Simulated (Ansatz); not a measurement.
A computed series for Ag: response to strain

The parent structure is Ag in the fcc (Cu type) structure (space group Fm-3m, No. 225; a = 4.054 Å; relaxed with 0.1 eV smearing). Axes: x, y, z lie along the cube axes.

Strains are applied to the cell and any free atomic positions relax.

The values are results of PBEsol (Ansatz, a program for electronic structure), no spin-orbit coupling, not measurements.

Notes on the quantities. energy relative to the base: free energy F.

```
case                            energy relative to the base  volume per atom
------------------------------  ---------------------------  ---------------
base                                             0 meV/atom         16.65 Å³
uniaxial strain ε_zz = −3.00 %                          ___         16.15 Å³
uniaxial strain ε_zz = −2.50 %                          ___         16.24 Å³
uniaxial strain ε_zz = −2.00 %                +3.2 meV/atom         16.32 Å³
uniaxial strain ε_zz = −1.50 %                +1.8 meV/atom         16.40 Å³
uniaxial strain ε_zz = −1.00 %                +0.8 meV/atom         16.49 Å³
uniaxial strain ε_zz = +0.50 %                +0.2 meV/atom         16.74 Å³
uniaxial strain ε_zz = +1.50 %                +1.6 meV/atom         16.90 Å³
uniaxial strain ε_zz = +2.00 %                +2.9 meV/atom         16.99 Å³
uniaxial strain ε_zz = +2.50 %                +4.5 meV/atom         17.07 Å³
```

Problem. Fill in the withheld entries from the trend.

Solution. 
- uniaxial strain ε_zz = −3.00 %, energy relative to the base: +7.2 meV/atom
- uniaxial strain ε_zz = −2.50 %, energy relative to the base: +5.0 meV/atom

No phonon test of stability was made.
